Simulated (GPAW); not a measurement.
## Several settings converged on a (001) slab of Au (cut from a parent of space group no. 225; 4 atoms in the cell)

```yaml
crystal:
  lattice:
    - [2.87634, 0.00000, 0.00000]
    - [-2.87634, 2.87634, 0.00000]
    - [0.00000, 0.00000, 20.10160]
  atoms:
    - { symbol: Au, position: [0.00000, 0.00000, 0.44941] }
    - { symbol: Au, position: [0.00000, 0.50000, 0.34823] }
    - { symbol: Au, position: [0.00000, 0.00000, 0.65177] }
    - { symbol: Au, position: [0.00000, 0.50000, 0.55059] }
```

Base method: PBEsol, GPAW PAW datasets PBEsol (made by gpaw-setup) (plane waves; GPAW).

Base settings: mode = pw; ecut = 600 eV; xc = PBEsol; kpts = 7 7 1; mesh shift (steps) = 0 0 0; occupations.name = fermi-dirac; occupations.width = 0.1 eV; nbands = -10; convergence.forces = 0.001 eV/Å; symmetry.symmorphic = false.

The count of work is k-points × plane waves × bands × iterations; it is no time. Core times come from one kind of shared machine, to one figure; runs under 30 s give none.

**The vacuum**

The mesh stays at the base's, so the ladder's end is converged at best in this setting alone.

Only quantities that move along the ladder and can be compared are tabulated.

```csv
vacuum between outermost atoms (Å),free energy less the last step's (meV/atom),largest difference of a force vector from the last step's (eV/Å),count of work / last,core time / last (rough)
3.0,-163.81,0.765,0.29,0.6
5.0,-12.22,0.064,0.34,0.7
14.0,0.01,0.002,0.59,0.6
30.0,0.00,0.000,1.0,1
```

Smallest vacuum between outermost atoms (Å) that holds the free energy within 5 meV/atom of the last step, with all finer ones: 14.0; the step before is off by 12 meV/atom.

Smallest vacuum between outermost atoms (Å) that holds the forces within 0.005 eV/Å of the last step, with all finer ones: 14.0; the step before is off by 0.064 eV/Å.

**The k-point mesh**

Only quantities that move along the ladder and can be compared are tabulated.

| kpts | free energy less the last step's (meV/atom) | largest difference of a force vector from the last step's (eV/Å) | count of work / last | core time / last (rough) |
|---|---|---|---|---|
| 3 3 1 | -77.54 | 0.367 | 0.049 | 0.1 |
| 5 5 1 | 2.80 | 0.099 | 0.13 | 0.3 |
| 7 7 1 | -5.26 | 0.096 | 0.22 | 0.2 |
| 16 16 1 | 0.00 | 0.000 | 1.0 | 1 |

Coarsest kpts that holds the forces within 0.02 eV/Å: not settled: the last two steps still differ by 0.096 eV/Å, over half the tolerance, so the ladder does not show it.

Coarsest kpts that holds the free energy within 2 meV/atom: not settled: the last two steps still differ by 5.3 meV/atom, over half the tolerance, so the ladder does not show it.

**The plane-wave cutoff**

The mesh stays at the base's, so the ladder's end is converged at best in this setting alone.

Only quantities that move along the ladder and can be compared are tabulated.

| ecut | free energy less the last step's (meV/atom) | largest difference of a force vector from the last step's (eV/Å) | count of work / last | core time / last (rough) |
|---|---|---|---|---|
| 300 eV | 92.92 | 0.012 | 0.13 | 0.10 |
| 420 eV | 50.31 | 0.004 | 0.26 | 0.2 |
| 600 eV | 21.79 | 0.003 | 0.37 | 0.2 |
| 1200 eV | 0.00 | 0.000 | 1.0 | 1 |

Coarsest ecut that holds the forces within 0.01 eV/Å of the last step, with all finer ones: 420 eV, at 0.26 of the last step's count of work and about 0.2 of the last step's time; the step before is off by 0.012 eV/Å.

Coarsest ecut that holds the free energy within 5 meV/atom: not settled: the last two steps still differ by 22 meV/atom, over half the tolerance, so the ladder does not show it.

On the base run: the starting cell has typed, rounded lattice constants, without a prior relaxation at this level. The slab is cut from that crystal, and its faces are unrelaxed. Its lattice was rescaled by up to half a per cent.
